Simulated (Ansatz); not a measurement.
Consider SiGe in the wurtzite structure (space group P6_3mc, No. 186; a = 3.900 Å, c = 6.443 Å; a model cell, its experimental status unchecked).

Levels (all Ansatz, a quantum-chemistry and plane-wave program, PAW, earlier PAW set): PBEsol (420 eV, spin-orbit coupling left out); r2SCAN (500 eV, scalar-relativistic without spin-orbit coupling); HSE06 (420 eV, spin-orbit coupling left out); PBEsol+SOC (420 eV, spin-orbit coupling included).

At the geometry relaxed with PBEsol, these levels gave the following band gaps, in shuffled order: (a) 0.65 eV, (b) 0.29 eV, (c) 0.97 eV, (d) 0.35 eV.

Problem. Match each gap to its level.

Solution. (a) r2SCAN; (b) PBEsol+SOC; (c) HSE06; (d) PBEsol.

Single points use the geometry relaxed with PBEsol. HSE06 was sampled on its mesh, a few special points and the semilocal edge points, so its gap is an upper bound. Differences between runs with and without spin-orbit coupling are approximate. No phonon test of stability was made. The zero or small gap of SiGe can change with the level of theory.
